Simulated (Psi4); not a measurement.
Psi4 1.11, HF/def2-svp: Ti(NH2)3(Me) ([CH3][Ti]([NH2])([NH2])[NH2]), 14 atoms. The geometry is a generated start, not checked to be a minimum at this level.

```python
memory 32 GB

molecule mol {
0 1
Ti     0.19520000     0.21590000     0.02390000
N      1.45690000    -0.19940000    -1.28660000
H      2.07450000    -1.01260000    -1.27530000
H      1.84490000     0.47940000    -1.94460000
N      0.78810000     0.03600000     1.77990000
H      0.84260000    -0.85950000     2.26960000
H      1.20270000     0.75250000     2.37630000
N     -0.64740000     1.84380000    -0.30070000
H     -1.11340000     2.43830000     0.38650000
H     -0.78750000     2.25090000    -1.22710000
C     -1.26090000    -1.27070000    -0.17430000
H     -0.79990000    -2.21330000    -0.50560000
H     -2.03260000    -1.00110000    -0.90740000
H     -1.76310000    -1.46020000     0.78550000
symmetry c1
}

set {
  basis def2-svp
  maxiter 100
}

energy('scf')
print_variables()
```

The program reports basis functions: 132.

Hardware: Intel Xeon 6 (Granite Rapids), 96 cores on 1 socket, 2 hardware threads a core, 3 L3 cache groups, 3 NUMA nodes.

Wall times, medians of two to five repeats, each run alone on the node (launch to exit). Unless noted, each process is bound to its own block of adjacent cores. Build: conda-forge: OpenMP (LLVM), MKL, Libint2. Other compilers and libraries give other times. Scratch files lie in a memory file system.

Started as
```bash
OMP_NUM_THREADS=16 psi4 -n 16 -o stdout input.dat
```
(16 threads, guess = auto, which took SAD (default)) it takes 2.1 s and 9 SCF iterations.

Problem. Estimate the wall time with guess = core.

Solution. About 1.3 s (3 runs within 1 %): 1.6× as fast. The largest move is in initial guess: 0.69 s to 0.0020 s. SCF iterations go from 9 to 15; JK calls (those of a Hückel guess's atoms included) go from 10 to 15. Launch, exit and the like take 1.0 s of the 2.1 s. Change in the result: energy under 0.001 meV/atom.
